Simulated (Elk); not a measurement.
Worked example: self-consistent single point of NbC (Fm-3m, 2 atoms in the cell) in Elk

Method: PBEsol, all-electron FP-LAPW, Elk's shipped species files, LAPW+lo basis (Elk).

The input file:

```
tasks
  0

xctype
  22

rgkmax
  7.5

gmaxvr
  16.0

nxoapwlo
  1

rmtscf
  0.91

stype
  0

swidth
  0.00367493

avec
    0.0000000000    4.2595277226    4.2595277226
    4.2595277226    0.0000000000    4.2595277226
    4.2595277226    4.2595277226    0.0000000000

atoms
  2   : nspecies
  'Nb.in'   : spfname
  1   : natoms; atposl, bfcmt below
  0.0000000000  0.0000000000  0.0000000000    0.0 0.0 0.0
  'C.in'   : spfname
  1   : natoms; atposl, bfcmt below
  0.5000000000  0.5000000000  0.5000000000    0.0 0.0 0.0

ngridk
  17 17 17
```

The program printed (abridged):

```
│ Elk code version 10.2.4 │

All units are atomic (Hartree, Bohr, etc.)

│ Ground-state run starting from atomic densities │

Lattice vectors :
   0.000000000       4.259527723       4.259527723
   4.259527723       0.000000000       4.259527723
   4.259527723       4.259527723       0.000000000

Unit cell volume      :    154.5661335
Brillouin zone volume :    1.604816061

Muffin-tin inner radius fraction :   0.1000000000E-01

Nuclei treated as point charges

Species :    1 (Nb)
 parameters loaded from : Nb.in
 name : niobium
 nuclear charge    :   -41.00000000
 electronic charge :    41.00000000
 atomic mass :    169357.9703
 muffin-tin radius :    2.366000000
 number of radial points in muffin-tin :    597
 atomic positions (lattice), magnetic fields (Cartesian) :
   1 :   0.00000000  0.00000000  0.00000000    0.00000000  0.00000000  0.00000000

Species :    2 (C)
 parameters loaded from : C.in
 name : carbon
 nuclear charge    :   -6.000000000
 electronic charge :    6.000000000
 atomic mass :    21894.16672
 muffin-tin radius :    1.638000000
 number of radial points in muffin-tin :    297
 atomic positions (lattice), magnetic fields (Cartesian) :
   1 :   0.50000000  0.50000000  0.50000000    0.00000000  0.00000000  0.00000000

Total number of atoms per unit cell :    2

Spin treatment :
 spin-unpolarised

Number of Bravais lattice symmetries :   48
Number of crystal symmetries         :   48
Crystal has inversion symmetry
Real symmetric eigensolver will be used

k-point grid :     17    17    17
k-point offset :    0.000000000       0.000000000       0.000000000
k-point set is reduced with full crystal symmetry group
Total number of k-points :      165

Muffin-tin radius times maximum |G+k| :    7.500000000
 using average radius
Maximum |G+k| for APW functions       :    3.746253746
Maximum (1/2)|G+k|²                   :    7.017208566
Maximum |G| for potential and density :    16.00000000
 potential will be trimmed for |G| > 2 gkmax
Constant for pseudocharge density :    9
Radial integration step length :    4

G-vector grid sizes :     32    32    32
Number of G-vectors :    10777

Maximum angular momentum used for
 APW functions                      :    8
 outer part of muffin-tin           :    6
 inner part of muffin-tin           :    1

Total nuclear charge    :   -47.00000000
Total core charge       :    30.00000000
Total valence charge    :    17.00000000
Total excess charge     :    0.000000000
Total electronic charge :    47.00000000

Effective Wigner radius, rₛ :   0.9225203575

Number of empty states         :    8
Total number of valence states :   17
Total number of core states    :   30

Total number of local-orbitals :   23

Exchange-correlation functional :     22     0     0
 PBEsol, Phys. Rev. Lett. 100, 136406 (2008)
 gradient requirement :    1
 generalised gradient approximation (GGA)

Smearing type :    0
 Gaussian
Smearing width :   0.3674930000E-02
Effective electronic temperature (K) :    1160.451112

Mixing type :    3
 Broyden mixing, J. Phys. A: Math. Gen. 17, L317 (1984)

Kohn-Sham potential initialised from atomic data

│ Self-consistent loop started │
│ Loop number : 1 │
 total energy                :     -3849.74918215
│ Loop number : 2 │
 total energy                :     -3850.06248126
RMS change in Kohn-Sham potential (target) :    2.807440002     (  0.1000000000E-05)
Absolute change in total energy (target)   :   0.3132991137     (  0.1000000000E-03)
│ Loop number : 3 │
 total energy                :     -3849.97993283
RMS change in Kohn-Sham potential (target) :    2.777652377     (  0.1000000000E-05)
Absolute change in total energy (target)   :   0.4223660185E-02 (  0.1000000000E-03)
│ Loop number : 4 │
 total energy                :     -3853.28338826
RMS change in Kohn-Sham potential (target) :    1.477863791     (  0.1000000000E-05)
Absolute change in total energy (target)   :    3.302399522     (  0.1000000000E-03)
│ Loop number : 5 │
 total energy                :     -3855.70738672
RMS change in Kohn-Sham potential (target) :   0.5326828764     (  0.1000000000E-05)
Absolute change in total energy (target)   :    3.249598340     (  0.1000000000E-03)
│ Loop number : 6 │
 total energy                :     -3856.07942985
RMS change in Kohn-Sham potential (target) :   0.1631842538     (  0.1000000000E-05)
Absolute change in total energy (target)   :    1.184442716     (  0.1000000000E-03)
│ Loop number : 7 │
 total energy                :     -3856.48849711
RMS change in Kohn-Sham potential (target) :   0.4581646062E-01 (  0.1000000000E-05)
Absolute change in total energy (target)   :   0.7051779326     (  0.1000000000E-03)
│ Loop number : 8 │
 total energy                :     -3856.33210821
RMS change in Kohn-Sham potential (target) :   0.6775749932E-02 (  0.1000000000E-05)
Absolute change in total energy (target)   :   0.1990558335E-01 (  0.1000000000E-03)
│ Loop number : 9 │
 total energy                :     -3856.46222045
RMS change in Kohn-Sham potential (target) :   0.1101878504E-01 (  0.1000000000E-05)
Absolute change in total energy (target)   :   0.1350886380     (  0.1000000000E-03)
│ Loop number : 10 │
 total energy                :     -3856.41537696
RMS change in Kohn-Sham potential (target) :   0.2973533596E-02 (  0.1000000000E-05)
Absolute change in total energy (target)   :   0.1307133336E-01 (  0.1000000000E-03)
│ Loop number : 11 │
 total energy                :     -3856.42365470
RMS change in Kohn-Sham potential (target) :   0.2717637840E-02 (  0.1000000000E-05)
Absolute change in total energy (target)   :   0.5009913614E-02 (  0.1000000000E-03)
│ Loop number : 12 │
 total energy                :     -3856.42321023
RMS change in Kohn-Sham potential (target) :   0.2614689587E-03 (  0.1000000000E-05)
Absolute change in total energy (target)   :   0.8080069447E-03 (  0.1000000000E-03)
│ Loop number : 13 │
 total energy                :     -3856.42334111
RMS change in Kohn-Sham potential (target) :   0.4282558072E-04 (  0.1000000000E-05)
Absolute change in total energy (target)   :   0.3328846906E-03 (  0.1000000000E-03)
│ Loop number : 14 │
 total energy                :     -3856.42295566
RMS change in Kohn-Sham potential (target) :   0.9137599262E-05 (  0.1000000000E-05)
Absolute change in total energy (target)   :   0.3022326646E-03 (  0.1000000000E-03)
│ Loop number : 15 │
 total energy                :     -3856.42283114
RMS change in Kohn-Sham potential (target) :   0.5147274847E-05 (  0.1000000000E-05)
Absolute change in total energy (target)   :   0.2000834465E-03 (  0.1000000000E-03)
│ Loop number : 16 │
 total energy                :     -3856.42283441
RMS change in Kohn-Sham potential (target) :   0.6223916961E-06 (  0.1000000000E-05)
Absolute change in total energy (target)   :   0.4674181400E-04 (  0.1000000000E-03)
Convergence targets achieved

│ Loop number : 17 │

Energies :
 Fermi                       :     0.513420030075
 sum of eigenvalues          :     -2278.21057974
 electron kinetic            :      3989.16990470
 core electron kinetic       :      3901.42590777
 Coulomb                     :     -7723.35305079
 Coulomb potential           :     -6106.95341393
 nuclear-nuclear             :     -408.588425659
 electron-nuclear            :     -8522.57583633
 Hartree                     :      1207.81121120
 Madelung                    :     -4669.87634382
 xc potential                :     -160.427070511
 exchange                    :     -119.598319444
 correlation                 :     -2.64137947218
 total energy                :     -3856.42284501

Density of states at Fermi energy :    17.62971897
 (states/Hartree/unit cell)

Estimated indirect band gap :   0.1216364164E-02
 from k-point     37 to k-point      2
Estimated direct band gap   :   0.1896777469E-01
 at k-point      1

Charges :
 core                        :    30.00000000
 valence                     :    17.00000000
 interstitial                :    3.582328911
 muffin-tins (core leakage)
  species :    1 (Nb)
   atom    1                 :    38.61801932     (  0.5483202159E-05)
  species :    2 (C)
   atom    1                 :    4.799651765     (  0.1561192427E-04)
 total in muffin-tins        :    43.41767109
 total calculated charge     :    47.00171472
 total charge                :    47.00000000
 error                       :   0.1714718958E-02

│ Self-consistent loop stopped │
```

The run converged in 17 iterations. The count includes the last loop, which Elk runs after its targets are met.

The starting cell comes from a database of computed structures (which also holds hypothetical and non-ambient phases and stackings), without a prior relaxation at this level. Spin polarisation is off. Values depend on the basis (sphere radii, cutoffs, local orbitals), which need not be converged. The log's line on a gap gives a spacing of levels on this mesh, which the program prints for metals too.
